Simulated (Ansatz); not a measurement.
We consider cubic perovskite CsPbCl₃ (cubic high-temperature phase), described by r²SCAN (PAW; Ansatz, a first-principles code).

Run with plane-wave cutoff 560 eV, 6×6×6 k mesh, Fermi–Dirac smearing 0.01 eV, scalar-relativistic PAW data made under PBE.

Cell (relaxed at this level):

```xyz
5
Lattice="5.6734 0.0000 0.0000 0.0000 5.6734 0.0000 0.0000 0.0000 5.6734" Properties=species:S:1:pos:R:3 pbc="T T T"
Cs     0.0000     0.0000     0.0000
Pb     2.8367     2.8367     2.8367
Cl     2.8367     0.0000     2.8367
Cl     0.0000     2.8367     2.8367
Cl     2.8367     2.8367     0.0000
```

Task: What does this level give for the bulk modulus B0, band gap, Γ–Γ gap and pressure derivative B′ of the bulk modulus?

Result: 
- bulk modulus B0 = 24.9 GPa
- band gap = 2.46 eV
- Γ–Γ gap = 6.45 eV
- pressure derivative B′ of the bulk modulus = 4.7

Note: the relaxation could not lower the start's symmetry, so the cell can be a saddle point above a distorted one.

Spin–orbit coupling is not included; with these elements it can move the gap by several tenths of an eV or more.

Cost on a shared machine: around 110 core-seconds (rough).
